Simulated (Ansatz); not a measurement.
Results of LDA (Ansatz, a first-principles code, PAW) for Sr (within 0.1 Å of R-3m, No. 166, 3 atoms in the cell; start mp-1187073; another form than the element's usual one).

Settings: plane-wave cutoff 520 eV, 16×16×6 k mesh (along the axes of the cell as run), Fermi–Dirac smearing 0.05 eV, scalar-relativistic PAW data made under PBE.

Cell (relaxed at this level):

Space group R-3m, hexagonal axes (No. 166); a = b = 4.096 Å, c = 30.198 Å, α = β = 90.00°, γ = 120.00°

```csv
atom,site,symmetry,x,y,z
Sr,3b,-3m,0.0000,0.0000,0.5000
Sr,6c,3m,0.0000,0.0000,0.2777
```
(The calculation used a cell of 3 atoms; values per cell refer to that cell.)

### Question
Predict the bulk modulus.

### Answer

- bulk modulus: 13.5 GPa

The run finds no gap.

Note: the bulk modulus is −V dP/dV from two relaxed cells at ±2 % in volume.

The computed numbers hold no vibrational or temperature effects.

A start named mp-… is a Materials Project structure, which need not be a measured phase.
